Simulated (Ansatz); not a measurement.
For CoGe (P2₁3, No. 198, 8 atoms in the cell; start mp-10692), PBEsol (Ansatz, a program for electronic structure, plane waves, PAW) gives:

```
Item                       Result
-------------------  ------------
lattice parameter a       4.568 Å
bulk modulus              184 GPa
cohesive energy      5.29 eV/atom
```

Task: What does r²SCAN in Ansatz (PAW) give for the same quantities?

Result: 
- lattice constant a: 4.580 Å (goes up by 0.3 %)
- bulk modulus: 171 GPa (falls by 7.1 %)
- cohesive energy: 4.32 eV/atom (falls by 0.97 eV/atom)

Changes are worked out from the printed values.

Unless a cell is named, each level is at its own relaxed cell (PBEsol 11.91, r²SCAN 12.01 Å³/atom).

The crystal itself was run without spin with PBEsol, r²SCAN; a magnetic state was not tried in these runs.

Caveats: the bulk modulus is −V dP/dV from two relaxed cells at ±2 % in volume (PBEsol, r²SCAN); the relaxation could not lower the start's symmetry, so the cell can be a saddle point above a distorted one (PBEsol, r²SCAN). Ansatz's density-functional and Hartree–Fock values are scalar-relativistic unless marked +SOC, with PAW data made under PBE.

A start named mp-… is a Materials Project structure, which need not be a measured phase.
